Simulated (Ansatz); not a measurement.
The starting structures come from a database of crystals and need not be the phases stable at ambient conditions.

The decay constant κ of evanescent states in the gap governs leakage through a thin film.

Input:

```
BaWO4
1.0
    5.70821     0.00000     0.00000
   -2.85181     6.99204     0.00000
   -0.00459    -2.39214     5.26588
Ba W O
2 2 8
Cartesian
  1.42705   1.46406   0.66508
  1.42476   3.13584   4.60080
  4.27886   0.20702   3.27032
 -1.42705   4.39288   1.99556
  2.99234   3.78037   0.86645
 -0.14053   0.81954   4.39944
 -0.13824   3.13956   2.27707
  2.99005   1.46034   2.98881
  5.08167  -0.15626   1.67044
 -2.22986   4.75617   3.59544
  3.47605  -1.23688   4.04925
 -0.62424   5.83679   1.21663
```

Space group of this cell: C2/c. The cell is taken as given; by r2SCAN its mean pressure is -7.7 GPa.

Transport runs along the normal of the first two printed cell vectors.

The gap is the functional's own, uncorrected, and κ follows it; spin-orbit coupling is left out. Mid-gap values are interpolated between the computed energies.

Question: Give the band gap and the smallest decay constant κ at mid-gap that Ansatz (a program for electronic structure) with r2SCAN yields.

Answer: Gap 4.78 eV on a 6×6×6 mesh; κ = 0.561 1/Å, at (0.500, 0.000) of the in-plane reciprocal vectors. At the zone centre, at the nearest computed energy, the slowest state has κ = 0.59 1/Å.
